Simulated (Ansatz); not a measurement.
CuPt (space group R-3m, No. 166; a cell from a computed database, its experimental status unchecked)

CuPt is modelled in the trigonal space group R-3m, hexagonal axes (No. 166), Pearson symbol hR2. Conventional cell: a = 2.6985 Å, b = 2.6985 Å, c = 12.7497 Å, α = 90.00°, β = 90.00°, γ = 120.00°. Cu on 3a is coordinated by 6 Pt at 2.635 Å and 6 Cu at 2.698 Å (cuboctahedral). Pt on 3b has 6 Cu at 2.635 Å and 6 Pt at 2.698 Å (cuboctahedral). (Neighbours: up to the widest gap in distance over summed covalent radii, below 1.35, at either atom.)
(The calculation used a cell of 2 atoms; values per cell refer to that cell.)

All numbers come from PBEsol (Ansatz, a first-principles code; PAW; 420 eV plane waves; scalar-relativistic without spin-orbit coupling). Settings: 20×20×20 k-points, 0.05 eV Fermi–Dirac smearing.

| Quantity | Value |
|---|---|
| Volume per atom | 13.40 Å³ |
| Density | 16.02 g/cm³ |
| Band gap | zero |
| Total energy | -9486.449 eV/atom (σ→0; compares only within this code and set-up) |

Stability against distortions was not tested. All final runs are without spin polarisation.
